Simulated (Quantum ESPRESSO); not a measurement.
Worked example: self-consistent single point of Be (P-1, 2 atoms in the cell) in Quantum ESPRESSO.

Method: Wu-Cohen GGA, PSlibrary ultrasoft (PBE) pseudopotentials (plane waves; Quantum ESPRESSO).

```
Be
1.0
    2.26478     0.00000     0.00000
   -1.13239     1.96136     0.00000
    0.00000     0.00000     3.57410
Be
2
Direct
  0.30712   0.64675   0.74787
  0.69288   0.35325   0.25213
```

Reference input (self-consistent single point, DFT, LDA (PZ), plane waves, PSlibrary ultrasoft (LDA) pseudopotentials): ecutwfc = 40 Ry; ecutrho = 240 Ry; occupations = smearing; smearing = methfessel-paxton; degauss = 0.019992 Ry; potentials = {Be: Be.pz-n-rrkjus_psl.1.0.0.UPF}; K_POINTS = automatic 17 17 9 0 0 0; conv_thr = 1e-10 Ry; mixing_beta = 0.7. This run's input differs from it in these lines:

```diff
@@ -16,2 +16,3 @@
  degauss = 0.019992
+ input_dft = 'wc'
 /
@@ -22,3 +23,3 @@
 ATOMIC_SPECIES
-Be     9.0122  Be.pz-n-rrkjus_psl.1.0.0.UPF
+Be     9.0122  Be.pbe-n-rrkjus_psl.1.0.0.UPF
 ATOMIC_POSITIONS {angstrom}
```

Output (repeated stretches shortened):

```
     Self-consistent Calculation

     iteration #  1     ecut=    40.00 Ry     beta= 0.70

     Threshold (ethr) on eigenvalues was too large:
     Diagonalizing with lowered threshold

     c_bands:  2 eigenvalues not converged
     c_bands:  1 eigenvalues not converged
     c_bands:  1 eigenvalues not converged
     c_bands:  1 eigenvalues not converged
     c_bands:  1 eigenvalues not converged
   [... 7 lines left out ...]
     c_bands:  1 eigenvalues not converged
     c_bands:  1 eigenvalues not converged
     c_bands:  1 eigenvalues not converged
     c_bands:  1 eigenvalues not converged

   [... lines left out ...]
     c_bands:  1 eigenvalues not converged
   [... 7 lines left out ...]
     c_bands:  1 eigenvalues not converged
     c_bands:  1 eigenvalues not converged
     c_bands:  1 eigenvalues not converged
     c_bands:  1 eigenvalues not converged

     total energy              =      -5.34896468 Ry
     estimated scf accuracy    <       0.00001097 Ry

   [... 4 blocks of this kind left out ...]

     iteration #  8     ecut=    40.00 Ry     beta= 0.70

     total energy              =      -5.34897401 Ry
     estimated scf accuracy    <          3.6E-10 Ry

     iteration #  9     ecut=    40.00 Ry     beta= 0.70
     End of self-consistent calculation

     Number of k-points >= 100: set verbosity='high' to print the bands.

     the Fermi energy is     8.0080 ev

!    total energy              =      -5.34897401 Ry
     estimated scf accuracy    <          7.4E-11 Ry
     smearing contrib. (-TS)   =      -0.00000699 Ry
     internal energy E=F+TS    =      -5.34896701 Ry

     convergence has been achieved in   9 iterations

     Forces acting on atoms (cartesian axes, Ry/au):

     atom    1 type  1   force =     0.01163024    0.01038970    0.00456746
     atom    2 type  1   force =    -0.01163024   -0.01038970   -0.00456746

     Total force =     0.022981     Total SCF correction =     0.000006

          total   stress  (Ry/bohr**3)                   (kbar)     P=      -17.64
   0.00004682   0.00012116   0.00001210            6.89       17.82        1.78
   0.00012116  -0.00022869   0.00001085           17.82      -33.64        1.60
   0.00001210   0.00001085  -0.00017797            1.78        1.60      -26.18

   JOB DONE.
```

The run converged in 9 iterations. Against the reference run the pressure goes from -4.84 to -1.76 GPa and the largest force stays at 0.418 eV/Å. The full log also holds: “c_bands:  2 eigenvalues not converged”.

The starting cell comes from a database of computed structures (which also holds hypothetical and non-ambient phases and stackings), without a prior relaxation at this level. Its atoms were displaced at random from the sites of space group no. 194.

Cost on one core of a shared machine: roughly 30 s.
